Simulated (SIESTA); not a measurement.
SIESTA run on Sc3SnB (P4mm, 5 atoms in the cell): relaxation of the atoms.

Computed with LDA PW92, numerical atomic orbitals DZP, PseudoDojo LDA standard norm-conserving potentials (rewritten from UPF to PSML) (SIESTA).

The change in words: one atom moved by 0.15 angstrom; MD.TypeOfRun: default → FIRE; MD.Steps: default → 40; MD.MaxForceTol: default → 0.001 eV/Ang. Reference geometry:
```yaml
crystal:
  lattice:
    - [4.64001, 0.00000, 0.00000]
    - [0.00000, 4.64001, 0.00000]
    - [0.00000, 0.00000, 4.64001]
  atoms:
    - { symbol: Sc, position: [0.50000, 0.00000, 0.50000] }
    - { symbol: Sc, position: [0.00000, 0.50000, 0.50000] }
    - { symbol: Sc, position: [0.50000, 0.50000, 0.00000] }
    - { symbol: Sn, position: [0.00000, 0.00000, 0.00000] }
    - { symbol: B, position: [0.50000, 0.50000, 0.50000] }
```

Reference input (self-consistent single point, DFT, LDA PW92, numerical atomic orbitals DZP, PseudoDojo LDA standard norm-conserving potentials (rewritten from UPF to PSML)): XC.functional = LDA; XC.authors = PW92; potentials = PseudoDojo LDA standard; PAO.BasisSize = DZP; PAO.EnergyShift = 0.01 Ry; MeshCutoff = 300 Ry; kgrid.MonkhorstPack = 4 4 4; OccupationFunction = FD; ElectronicTemperature = 100 meV; MaxSCFIterations = 150; SCF.Mixer.Method = Pulay; SCF.Mixer.Weight = 0.25. This run's input differs from it in these lines:

```diff
@@ -20,3 +20,3 @@
      2.320004000    0.000000000    2.320004000  1
-     0.000000000    2.320004000    2.320004000  1
+     0.150002179    2.320004000    2.320004000  1
      2.320004000    2.320004000    0.000000000  1
@@ -45,2 +45,5 @@
 Diag.ParallelOverK           true
+MD.TypeOfRun                 FIRE
+MD.Steps                     40
+MD.MaxForceTol               0.001 eV/Ang
 WriteForces                  true
```

The program printed (abridged):

```
        iscf     Eharris(eV)        E_KS(eV)     FreeEng(eV)     dDmax    Ef(eV) dHmax(eV)
   scf:    1    -6114.449255    -6155.277773    -6155.298565  1.784603 -5.141017 13.346837
   scf:    2    -6171.538795    -6166.647454    -6166.698551  0.221621 -5.357150  2.109110
   scf:    3    -6167.099352    -6166.957172    -6167.019204  0.075520 -5.442778  1.193947
   scf:    4    -6167.053133    -6167.015318    -6167.077105  0.050160 -5.540981  0.490383
   scf:    5    -6167.020468    -6167.019781    -6167.082819  0.011463 -5.547418  0.138318
   [... 3 lines left out ...]
   scf:    9    -6167.021495    -6167.021382    -6167.084036  0.000373 -5.550871  0.001648
   scf:   10    -6167.021329    -6167.021356    -6167.084036  0.000145 -5.551046  0.001838
   scf:   11    -6167.021385    -6167.021371    -6167.084037  0.000053 -5.550954  0.000041
   scf:   12    -6167.021370    -6167.021370    -6167.084037  0.000004 -5.550956  0.000016
SCF Convergence by DM+H criterion
max |DM_out - DM_in|         :     0.0000037082
max |H_out - H_in|      (eV) :     0.0000163152
SCF cycle converged after 12 iterations

Using DM_out to compute the final energy and forces

siesta: E_KS(eV) =            -6167.0214

siesta: E_KS - E_eggbox =     -6167.0214

siesta: Atomic forces (eV/Ang):
     1    0.304884   -0.000000   -0.000000
   [... lines left out ...]
outcell: Cell volume (Ang**3)        :     99.8979
        iscf     Eharris(eV)        E_KS(eV)     FreeEng(eV)     dDmax    Ef(eV) dHmax(eV)
siesta: FreeEng =     -6167.187543
siesta: Cell volume =         99.897861 Ang**3
siesta:         -54.95111942        -54.99319337  kBar
   [... lines left out ...]
               4dxy    4dyz    4dz2    4dxz    4dx2-y2 5dxy    5dyz    5dz2
               5dxz    5dx2-y2
   4 14.666   1.196   0.176   0.934   0.934   0.934   0.019   0.019   0.019
              2.001   2.001   2.004   2.001   2.004   0.094   0.094   0.070

              0.094   0.070

Species: B
Atom  Qatom  Qorb
               2s      2s      2py     2pz     2px     2py     2pz     2px
               3Pdxy   3Pdyz   3Pdz2   3Pdxz   3Pdx2-y2
   5  3.840   1.261   0.049   0.656   0.656   0.657   0.138   0.138   0.137
              0.018   0.018   0.047   0.018   0.047

mulliken: Qtot =       50.000

Mulliken Atomic Populations:
Atom #   charge [q] valence [e]  Species
     1     0.502305   10.497695  Sc
     2     0.501591   10.498409  Sc
     3     0.502305   10.497695  Sc
     4    -0.665993   14.665993  Sn
     5    -0.840208    3.840208  B
 Total     0.000000
```

The relaxation ended unconverged. 

The starting cell comes from a database of computed structures (which also holds hypothetical and non-ambient phases and stackings), without a prior relaxation at this level. Its lattice was rescaled by up to half a per cent. For this run, on top of that: one atom moved by 0.15 angstrom. Values carry the incompleteness of an atom-centred basis.

Cost on one core of a shared machine: roughly 10 min.
